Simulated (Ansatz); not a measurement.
Functionals compared on a constructed model of the (0001) surface of hcp Re, a pseudomorphic layer of W in the host's stacking (bottom of the slab: a bare face, its two planes held), in Ansatz (plane waves, PAW). The structure was relaxed with PBE; the other rows are single points on it. Cutoff 420 eV (500 eV for r2SCAN).

Set-up: 7 atoms, 14.0 Å thick at the start; mesh 15x15x1; 0.1 eV smearing; dipole correction on; 2 atoms held, the rest relaxed; symmetry of the start imposed; no spin, no spin-orbit, no U. It is one candidate, not shown to be the stable structure of the face. These notes are the PBE run's.

```tsv
functional	work function of the top face (eV)	rough cost of the single point
PBE	5.05	–
RPBE	4.92	very roughly 24 core-seconds
r2SCAN	5.16	very roughly 40 core-seconds
```

Ansatz is a program for electronic structure.
